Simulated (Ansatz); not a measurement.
# Effect of biaxial strain −0.89 %, plane normal [001], relaxed out of plane on Ta2O5

The parent structure is Ta$_{2}$O$_{5}$ (space group C2, No. 5; a cell from a computed database, its experimental status unchecked).

```yaml
crystal:
  lattice:
    - [2.96222, -2.53816, 0.00000]
    - [2.96222, 2.53816, 0.00000]
    - [-2.64989, 0.00000, 5.10193]
  atoms:
    - { symbol: Ta, position: [0.23122, 0.15098, 0.29224] }
    - { symbol: Ta, position: [0.84902, 0.76878, 0.70776] }
    - { symbol: O, position: [0.63318, 0.22415, 0.65149] }
    - { symbol: O, position: [0.77585, 0.36682, 0.34851] }
    - { symbol: O, position: [0.24126, 0.11196, 0.95629] }
    - { symbol: O, position: [0.88804, 0.75874, 0.04371] }
    - { symbol: O, position: [0.27242, 0.72758, 0.50000] }
```

Cartesian axes are those of the cell as printed.

Now apply this change: biaxial strain −0.89 %, plane normal [001], relaxed out of plane (Cartesian); in-plane vectors clamped, the third vector and the atoms free.

Calculations: PBEsol (Ansatz, a quantum-chemistry and plane-wave program, PAW, no spin-orbit coupling). Settings: 9×9×9 k-points, 0.05 eV Fermi–Dirac smearing, for the changed cell.

```csv
quantity,base,changed,shift
volume per atom,10.96 Å³,10.82 Å³,-0.14 Å³
space group,C2 (No. 5),C2 (No. 5),–
shortest interatomic distance,1.897 Å,1.902 Å,+0.005 Å
band gap,2.40 eV,2.35 eV,-0.05 eV
gap character,"indirect, Γ → V₂","indirect, M₂ → V₂",–
smallest direct gap,2.88 eV,2.79 eV,-0.09 eV
width of the top valence band,0.72 eV,0.72 eV,0.00 eV
out-of-plane strain,–,+0.49 %,–
ratio −ε⊥/ε∥,–,0.55,–
mean in-plane stress (compression positive),–,+1.1 GPa,–
```

Spin-orbit coupling, missing from the scalar runs, can matter with Ta. No phonon test of stability was made.
